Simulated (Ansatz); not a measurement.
Band-edge transport in semiconductors and insulators: AlN (P6_3mc) under several functionals (Ansatz, a quantum-chemistry and plane-wave program, with spin-orbit coupling). The PBE cell:

AlN is modelled in the hexagonal space group P6₃mc (No. 186), the wurtzite structure, Pearson symbol hP4. Conventional cell: a = b = 3.130 Å, c = 5.017 Å, α = β = 90.00°, γ = 120.00°. Al on 2b sees 4 N at 1.902–1.914 Å (tetrahedral). N on 2b is surrounded by 4 Al at 1.902–1.914 Å (tetrahedral). (Neighbours: up to the widest gap in distance over summed covalent radii, below 1.35, at either atom; cation-cation and far metal-metal contacts left out.)

| Functional | cell relaxed with | volume (Å³/atom) | band gap | electron conductivity mass | hole conductivity mass | Seebeck coefficient, n-type 1e19 cm⁻³ |
|---|---|---|---|---|---|---|
| PBE | PBE | 10.64 | 4.04 eV | 0.30 mₑ | 1.05 mₑ | -155 μV/K |
| r2SCAN | r2SCAN | 10.40 | … | … | … | … |

Problem. Given the cheaper levels, estimate the r2SCAN row.

Solution. 
- r2SCAN, band gap: 4.87 eV
- r2SCAN, electron conductivity mass: 0.31 mₑ
- r2SCAN, hole conductivity mass: 1.02 mₑ
- r2SCAN, Seebeck coefficient, n-type 1e19 cm⁻³: -159 μV/K

For the band gap, PBE gives 4.04 eV and r2SCAN 4.87 eV: PBE lies 17 % below.

The PBE and r2SCAN rows stand on cells whose volumes differ by 2.3 %, so the difference holds the effect of the cell as well as that of the functional.

Masses are for dilute carriers at 300 K, harmonic means over directions unless an axis is named. Seebeck coefficients are for the stated density at 300 K, with one relaxation time for all states and whether or not that doping can be reached.
